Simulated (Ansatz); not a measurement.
Results of PBE0 (plane waves, PAW; Ansatz, a program for electronic structure) for zinc-blende LiF (model structure).

Numerical settings: plane-wave cutoff 500 eV, 8×8×8 k mesh, gaussian smearing 0.02 eV, scalar-relativistic PAW data made under PBE.

Cell (relaxed with r²SCAN):

```yaml
crystal:
  lattice:
    - [0.00000, 2.14517, 2.14517]
    - [2.14517, 0.00000, 2.14517]
    - [2.14517, 2.14517, 0.00000]
  atoms:
    - { symbol: Li, position: [0.00000, 0.00000, 0.00000] }
    - { symbol: F, position: [0.25000, 0.25000, 0.25000] }
```

Task: Estimate the band gap that the calculation returns.

Result: 
- band gap = 10.87 eV (on the SCF k mesh)

Note: the relaxation could raise the start's symmetry but not lower it, so the cell can be a saddle point; cell and atoms aren't relaxed at this level (pressure 0.8 GPa).

Static lattice: no zero-point or thermal effects.

A model structure was made by putting elements into a prototype or built by hand; it is no filed structure, need not be a known phase, and can be a saddle point held by its symmetry.
